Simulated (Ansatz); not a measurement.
# What electrons 1.0×10^22 cm⁻³ does to MoS2

Start from MoS₂ (space group P6_3/mmc, No. 194; a = 3.1494 Å, c = 12.0915 Å; layered, stacked along the Cartesian z axis).

One thing is altered: 1.04 electrons added to each cell, a density of 1.0×10^22 cm⁻³, with a uniform compensating background at fixed cell and a 300 K Fermi–Dirac width.

Computed with plane-wave PAW DFT at the PBE-D3(BJ) level (Ansatz, a program for electronic structure, 420 eV), scalar-relativistic without spin-orbit coupling, earlier PAW set. Settings: 17×17×4 k-points, 0.0259 eV Fermi–Dirac smearing.

| quantity | base | changed | shift |
|---|---|---|---|
| gap between the host's bands | 0.77 eV | 0.70 eV | -0.076 eV |
| gap character | indirect, Γ → k = (0.176, 0.176, 0) in the run's primitive reciprocal basis | indirect, Γ → k = (0.176, 0.176, 0) in the run's primitive reciprocal basis | – |
| Fermi level relative to the doped band's edge (positive inside the band; to 0.05 eV) | – | +0.70 eV | – |

Final structure:

```xyz
6
Lattice="3.1494 0.0000 0.0000 -1.5747 2.7275 0.0000 0.0000 0.0000 12.0915" Properties=species:S:1:pos:R:3 pbc="T T T"
Mo     0.0000     1.8183     3.0229
Mo     1.5747     0.9092     9.0686
S      0.0000     1.8183     7.4729
S      1.5747     0.9092     1.4272
S      1.5747     0.9092     4.6186
S      0.0000     1.8183    10.6643
```
Cell charge -1.03867.

Carriers are added with a uniform compensating background; total energy and stress of such cells depend on the potential's zero and are not compared; many-body gap narrowing is missing at this level. Whether these cells are dynamically stable was not tested.
